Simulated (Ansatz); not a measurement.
Response to strain in BaTiO3

The reference is BaTiO₃ in the cubic perovskite structure (space group Pm-3m, No. 221; a = 3.935 Å). Axes: x, y, z lie along the cube axes.

Strains are applied to the cell and any free atomic positions relax; under biaxial strain the out-of-plane vector relaxes too.

Method: LDA (Ansatz, a program for electronic structure; PAW; 420 eV plane waves; scalar-relativistic without spin-orbit coupling).

Notes on the quantities. energy relative to the base: free energy F.

```tsv
variant	energy relative to the base	smallest direct gap	band gap	volume per atom
base	0 meV/atom	1.87 eV	1.83 eV	12.18 Å³
biaxial strain −3.00 %, plane normal [001], relaxed out of plane	+29 meV/atom	1.83 eV	1.77 eV	11.72 Å³
biaxial strain −1.80 %, plane normal [001], relaxed out of plane	(withheld)	1.85 eV	1.79 eV	11.90 Å³
biaxial strain −1.20 %, plane normal [001], relaxed out of plane	(withheld)	1.86 eV	1.81 eV	(withheld)
biaxial strain −0.60 %, plane normal [001], relaxed out of plane	(withheld)	1.86 eV	1.82 eV	12.09 Å³
```

What belongs in the blanks?


- biaxial strain −1.80 %, plane normal [001], relaxed out of plane, energy relative to the base: +10 meV/atom
- biaxial strain −1.20 %, plane normal [001], relaxed out of plane, energy relative to the base: +4.4 meV/atom
- biaxial strain −1.20 %, plane normal [001], relaxed out of plane, volume per atom: 11.99 Å³
- biaxial strain −0.60 %, plane normal [001], relaxed out of plane, energy relative to the base: +1.1 meV/atom

No phonon test of stability was made. All final runs are without spin polarisation. Many cubic perovskites are stable only at high temperature; tilts and polar distortions were not tested. This is not the structure that BaTiO3 has at room temperature and ambient pressure.
